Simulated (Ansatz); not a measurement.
L1₀ (CuAu-type) TiAl was calculated with PBE-D3(BJ) (plane waves, PAW; Ansatz, a quantum-chemistry and plane-wave program).

Run with plane-wave cutoff 500 eV, 20×20×14 k mesh (along the axes of the cell as run), Fermi–Dirac smearing 0.1 eV, no spin polarisation, scalar-relativistic PAW data made under PBE.

Computed at the level's own relaxed cell.

Q: Predict the volume per atom, lattice parameter a and c axis length.

A: 
volume per atom: 15.55 Å³/atom
lattice parameter a: 2.784 Å
c axis length: 4.014 Å

Measured, for comparison: lattice constant a 2.826 Å (temperature not stated, not corrected to a static lattice, P4/mmm two-atom cell, a_fct/√2; as tabulated in Zope and Mishin (2003), arXiv:cond-mat/0306298); lattice parameter c 4.077 Å (temperature not stated, not corrected to a static lattice; as tabulated in Zope and Mishin (2003), arXiv:cond-mat/0306298). Computed (rounded) less measured: lattice constant a -1.5 %, lattice parameter c -1.5 %. A static lattice is as a rule a little smaller and stiffer than an uncorrected measurement, which narrows the difference in the lattice constant a, lattice parameter c and would widen misses of the other sign.

Static lattice: no zero-point or thermal effects.
